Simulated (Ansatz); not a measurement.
Start from a 12-atom supercell of TaS2 in the CdI2 type structure (space group P-3m1, No. 164; a = 3.3294 Å, c = 5.7862 Å; layered, stacked along the Cartesian z axis) at its relaxed geometry.

All numbers come from PBE-D3(BJ) (Ansatz, a program for electronic structure, PAW, no spin-orbit coupling), earlier PAW set.

One neutral defect a cell, atoms relaxed at fixed cell.

One change was made to it. Results:

```tsv
quantity	base	after
pressure	0.0 GPa	-3.1 GPa
largest displacement of a host atom from its site in the perfect cell	–	0.08 Å
```

Task: What was done to the base?
(A) S vacancy
(B) P on a S site
(C) Li interstitial (started 2.35 Å from the nearest host atom), symmetric start

Result: A, S vacancy. For comparison, the pressure in the other runs: P on a S site gives 0.1 GPa; Li interstitial (started 2.35 Å from the nearest host atom), symmetric start gives 1.9 GPa.

In so small a cell the defect repeats every few ångströms: this is an ordered compound, not a dilute defect. Defects with a symmetric start kept the site's symmetry and may sit on a saddle; the others started slightly shaken. The final runs are not spin-polarised. An odd electron count without spin: TaS2, Ta4PS7 and LiTa4S8.
